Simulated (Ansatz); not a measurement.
System: Y2SiO5 (P2₁/c, No. 14, 32 atoms in the cell; start mp-554420). Method: PBEsol (Ansatz, a program for electronic structure, plane waves, PAW).

Run with plane-wave cutoff 520 eV, 4×6×6 k mesh (along the axes of the cell as run), Fermi–Dirac smearing 0.01 eV, scalar-relativistic PAW data made under PBE.

Cell (relaxed with PBEsol):

```cif
data_O20Si4Y8
_chemical_formula_sum 'Y8 Si4 O20'
_space_group_name_H-M_alt 'P 1'
_space_group_IT_number 1
_cell_length_a 9.02180
_cell_length_b 6.83427
_cell_length_c 6.66479
_cell_angle_alpha 90.000
_cell_angle_beta 105.922
_cell_angle_gamma 90.000
loop_
_space_group_symop_operation_xyz
  'x, y, z'
loop_
_atom_site_label
_atom_site_type_symbol
_atom_site_fract_x
_atom_site_fract_y
_atom_site_fract_z
_atom_site_occupancy
Y1 Y 0.87464 0.36046 0.05855 1
Y2 Y 0.12536 0.63954 0.94145 1
Y3 Y 0.12536 0.86046 0.44145 1
Y4 Y 0.87464 0.13954 0.55855 1
Y5 Y 0.47237 0.87485 0.26763 1
Y6 Y 0.52763 0.12515 0.73237 1
Y7 Y 0.52763 0.37485 0.23237 1
Y8 Y 0.47237 0.62515 0.76763 1
Si1 Si 0.79944 0.58915 0.52641 1
Si2 Si 0.20056 0.41085 0.47359 1
Si3 Si 0.20056 0.08915 0.97359 1
Si4 Si 0.79944 0.91085 0.02641 1
O1 O 0.61352 0.11856 0.43929 1
O2 O 0.38648 0.88144 0.56071 1
O3 O 0.38648 0.61856 0.06071 1
O4 O 0.61352 0.38144 0.93929 1
O5 O 0.61369 0.86486 0.99081 1
O6 O 0.38631 0.13514 0.00919 1
O7 O 0.38631 0.36486 0.50919 1
O8 O 0.61369 0.63514 0.49081 1
O9 O 0.79143 0.42704 0.33784 1
O10 O 0.20857 0.57296 0.66216 1
O11 O 0.20857 0.92704 0.16216 1
O12 O 0.79143 0.07296 0.83784 1
O13 O 0.10453 0.28469 0.98168 1
O14 O 0.89547 0.71531 0.01832 1
O15 O 0.89547 0.78469 0.51832 1
O16 O 0.10453 0.21531 0.48168 1
O17 O 0.12402 0.94930 0.77348 1
O18 O 0.87598 0.05070 0.22652 1
O19 O 0.87598 0.44930 0.72652 1
O20 O 0.12402 0.55070 0.27348 1
```

Task: Predict the band gap and smallest direct gap on the k points sampled.

Result: 
- band gap = 4.77 eV
- smallest direct gap on the k points sampled = 4.93 eV

Spin–orbit coupling is not included.

Computed values are for the static lattice.

A start named mp-… is a Materials Project structure, which need not be a measured phase.
